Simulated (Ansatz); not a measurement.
The reference is GaAs in the zinc blende structure (space group F-43m, No. 216; a = 5.6656 Å).

One thing is altered: a hydrostatic pressure of 60 GPa.

Levels (all Ansatz, a first-principles code, PAW, earlier PAW set): r2SCAN (500 eV, scalar-relativistic without spin-orbit coupling); HSE06 (420 eV, without spin-orbit coupling); HSE06+SOC (420 eV, with spin-orbit coupling).

One geometry, relaxed with r2SCAN, under each level:

The valence-band top lists the three highest levels at Γ (Kramers pairs under SOC), from the VBM.

```json
[
 {"level": "r2SCAN", "band gap": "0.85 eV", "lowest conduction level above the VBM at special points": "X 0.85 eV; U 1.75 eV; K 1.75 eV; Γ 3.94 eV", "valence-band top at Γ": "0.00, 0.00, 0.00 eV"},
 {"level": "HSE06", "band gap": "1.12 eV", "lowest conduction level above the VBM at special points": "X 1.12 eV; U 2.08 eV; K 2.08 eV; Γ 4.49 eV", "valence-band top at Γ": "–"},
 {"level": "HSE06+SOC", "band gap": "0.98 eV", "lowest conduction level above the VBM at special points": "X 0.98 eV; U 1.94 eV; K 1.94 eV; Γ 4.20 eV", "valence-band top at Γ": "0.00, 0.00, -0.42 eV"}
]
```

Single points use the geometry relaxed with r2SCAN. Their cutoffs differ, which shifts pressures a little. HSE06 was sampled on its mesh, a few special points and the semilocal edge points, so its gap is an upper bound. The spin-orbit shifts are approximate. Load acts through the strain it causes; cell and atoms are relaxed under it. Stability against distortions was not tested. Measured, GaAs leaves this structure (for a Cmcm phase) near 15 GPa (room temperature; as listed in arXiv:1906.07825).
